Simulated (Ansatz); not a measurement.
Defect: interstitial Cu in zinc-blende ZnS, charge state +1. Calculation: PBE, PAW (plane waves to 420 eV; Ansatz, an electronic-structure program).

Settings: 64 host sites, the relaxed PBE lattice, the Γ point alone, smearing 0.01 eV, spin-restricted, no image-charge correction. Energies are static. The charge state is imposed; whether it is stable for some Fermi level was not computed. Sites that were not tried may lie lower.

Barriers: single points on a 2×2×2 k-point mesh shifted by half a step at the bands' geometries.

The step: Cu moves alone to another site. Atoms about the jump, Cartesian Å from the middle of the jump, before and after:

| atom | x0 | y0 | z0 | x1 | y1 | z1 |
|---|---|---|---|---|---|---|
| Cu1 | 0.01 | 1.35 | 1.35 | -0.01 | -1.35 | -1.35 |
| S2 | 1.38 | -0.02 | -0.02 | 1.38 | 0.01 | 0.01 |
| Zn3 | 0.01 | -1.45 | 1.36 | 0.01 | -1.37 | 1.44 |
| Zn4 | 0.01 | 1.35 | -1.45 | 0.01 | 1.44 | -1.36 |
| Zn5 | -2.80 | 1.35 | 1.36 | -2.72 | 1.36 | 1.36 |
| Zn6 | -2.72 | -1.37 | -1.37 | -2.80 | -1.37 | -1.36 |
| S7 | -1.37 | -0.02 | 2.73 | -1.36 | 0.01 | 2.73 |
| S8 | -1.37 | -2.74 | -0.02 | -1.37 | -2.74 | 0.01 |
| S9 | -1.37 | 2.73 | -0.02 | -1.36 | 2.73 | 0.01 |
| S10 | -1.37 | -0.02 | -2.74 | -1.37 | 0.01 | -2.74 |
| S11 | -4.09 | -0.02 | -0.01 | -4.09 | 0.01 | 0.01 |

### Question
Where do these atoms stand at the saddle point, and how high is it?

### Answer

| atom | x | y | z |
|---|---|---|---|
| Cu1 | -1.07 | -0.01 | 0.00 |
| S2 | 1.36 | -0.01 | 0.00 |
| Zn3 | 0.13 | -1.53 | 1.51 |
| Zn4 | 0.12 | 1.50 | -1.52 |
| Zn5 | -2.78 | 1.39 | 1.40 |
| Zn6 | -2.79 | -1.41 | -1.41 |
| S7 | -1.34 | -0.03 | 2.70 |
| S8 | -1.34 | -2.71 | 0.01 |
| S9 | -1.34 | 2.69 | -0.02 |
| S10 | -1.34 | 0.00 | -2.70 |
| S11 | -4.09 | -0.01 | 0.00 |
It lies 0.47 eV above the start and 0.47 eV above the end. The saddle point's order was not checked, and it lies on a symmetry element of the cell, where a band can be held.
